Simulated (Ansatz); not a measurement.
**Response to strain in Mg**

The parent structure is Mg in the hcp (Mg type) structure (space group P6_3/mmc, No. 194; a = 3.1751 Å, c = 5.1628 Å; relaxed with 0.1 eV smearing).

Strains are applied to the cell and any free atomic positions relax.

All numbers come from Ansatz (a program for electronic structure), PBEsol, PAW, cutoff 420 eV, no spin-orbit coupling.

Notes on the quantities. energy relative to the base: free energy F.

| variant | energy relative to the base | shortest interatomic distance |
|---|---|---|
| base | 0 meV/atom | 3.166 Å |
| isotropic strain −3.00 % | +23 meV/atom | 3.071 Å |
| isotropic strain −2.00 % | +10 meV/atom | 3.103 Å |
| isotropic strain −1.50 % | +5.5 meV/atom | 3.119 Å |
| isotropic strain +0.50 % | +0.6 meV/atom | 3.182 Å |
| isotropic strain +1.00 % | +2.3 meV/atom | 3.198 Å |
| isotropic strain +1.50 % | +5.1 meV/atom | 3.214 Å |
| isotropic strain +2.00 % | +8.9 meV/atom | 3.229 Å |
| isotropic strain +2.50 % | +14 meV/atom | 3.245 Å |
| isotropic strain +3.00 % | +19 meV/atom | 3.261 Å |

Whether these cells are dynamically stable was not tested.
